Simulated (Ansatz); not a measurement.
The reference is GaN in the zinc blende structure (space group F-43m, No. 216; a = 4.4982 Å).

Modification: cell and atoms relaxed at a pressure of 5 GPa.

Levels (all Ansatz, a first-principles code, PAW, earlier PAW set): r2SCAN (500 eV, scalar-relativistic without spin-orbit coupling); HSE06 (420 eV, no spin-orbit coupling); HSE06+SOC (420 eV, spin-orbit coupling included).

One geometry, relaxed with r2SCAN, under each level:

The valence-band top lists the three highest levels at Γ (Kramers pairs under SOC), from the VBM.

```csv
level,band gap,lowest conduction level above the VBM at special points,valence-band top at Γ
r2SCAN,2.33 eV,Γ 2.33 eV; X 3.78 eV; L 5.40 eV,"0.00, 0.00, 0.00 eV"
HSE06,(withheld),(withheld),–
HSE06+SOC,(withheld),(withheld),(withheld)
```

Problem. Give the withheld HSE06 and HSE06+SOC results.

Solution. 
- HSE06, band gap: 3.18 eV
- HSE06, lowest conduction level above the VBM at special points: Γ 3.18 eV; X 4.47 eV; L 6.30 eV
- HSE06+SOC, band gap: 3.17 eV
- HSE06+SOC, lowest conduction level above the VBM at special points: Γ 3.17 eV; X 4.46 eV; L 6.30 eV
- HSE06+SOC, valence-band top at Γ: 0.00, 0.00, -0.02 eV

Single points use the geometry relaxed with r2SCAN. Their cutoffs differ, which shifts pressures a little. Differences between runs with and without spin-orbit coupling are approximate. Load acts through the strain it causes; cell and atoms are relaxed under it. Stability against distortions was not tested. Tetrahedral semiconductors of this kind turn to denser phases somewhere between about 1 and 50 GPa; those were not computed, so compressed cells here can lie past the real transition. This is not the structure that GaN has at room temperature and ambient pressure.
